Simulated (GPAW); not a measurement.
Band structure of GaAs (F-43m, 2 atoms in the cell).

```
CELL_PARAMETERS angstrom
      0.00000     2.82500     2.82500
      2.82500     0.00000     2.82500
      2.82500     2.82500     0.00000
ATOMIC_POSITIONS crystal
  Ga 0.00000 0.00000 0.00000
  As 0.25000 0.25000 0.25000
```

Level of theory: PBE, GPAW PAW datasets PBE (gpaw-data 1.0.1) (plane waves; GPAW).

Settings: mode = pw; ecut = 550 eV; xc = PBE; kpts = 8 8 8; mesh shift (steps) = 0 0 0; occupations.name = fermi-dirac; occupations.width = 0.01 eV; nbands = -6; convergence.density = 1e-05 e/electron; convergence.bands = -4; symmetry.symmorphic = false; symmetry.tolerance = 0.0005; maxiter = 150; bandpath_npoints = 40.

The starting cell has typed, rounded lattice constants, without a prior relaxation at this level.

Task: Predict the gap along the standard path and the places of the band edges.

Result: The gap along the path is 0.60 eV, direct at Γ to within 0.01 eV.

Levels in eV from the top of the valence band on the SCF mesh, bands 1 to 8:
| point | 1 | 2 | 3 | 4 | 5 | 6 | 7 | 8 |
|---|---|---|---|---|---|---|---|---|
| Γ | -12.71 | 0.00 | 0.00 | 0.00 | 0.60 | 3.77 | 3.77 | 3.77 |
| X | -10.35 | -6.80 | -2.67 | -2.67 | 1.47 | 1.68 | 10.24 | 10.24 |
| W | -10.30 | -6.60 | -3.55 | -3.34 | 4.68 | 4.75 | 5.47 | 6.08 |
| K | -10.39 | -6.60 | -3.86 | -2.25 | 1.98 | 4.68 | 8.02 | 8.12 |
| L | -11.07 | -6.62 | -1.14 | -1.14 | 1.05 | 4.67 | 4.67 | 7.80 |
| U | -10.39 | -6.60 | -3.86 | -2.25 | 1.98 | 4.68 | 8.02 | 8.12 |
